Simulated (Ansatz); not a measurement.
Input:

```xyz
2
Lattice="4.3420 0.0000 0.0000 -2.1710 3.7603 0.0000 2.1710 -1.2534 3.5452" Properties=species:S:1:pos:R:3 pbc="T T T"
Cd     0.0000     0.0000     0.0000
Se     4.3420     0.0000     2.6589
```

Space group of this cell: F-43m, zinc blende. The cell is taken as given.

All values below come from r2SCAN (plane waves, PAW; Ansatz, an electronic-structure program).

The current runs along the normal of the first two printed vectors; no spin-orbit coupling. Scaled by the factor s: the length along the current (ions clamped). The meshes follow the cell: 10×10×10 and 12×12 across at s = 0.97, 8×8×8 and 12×12 across at s = 1.00, 8×8×8 and 12×12 across at s = 1.03.

| s | mean pressure (GPa) | band gap (eV) |
|---|---|---|
| 0.97 | 1.6 | ? |
| 1.00 | -0.2 | 1.03 |
| 1.03 | -1.5 | 0.94 |

**Question.** Take the slope of the band gap against ln s from the two given rows, extrapolate to s = 0.97, and say what the run there gives.

**Answer.** Slope = (0.94 − 1.03) / ln 1.03 = -3.04 eV. The line gives 1.03 + (-3.04) × ln 0.97 = 1.12 eV. The run gives 1.05 eV, 0.07 eV under the line, 78 % of the predicted step.
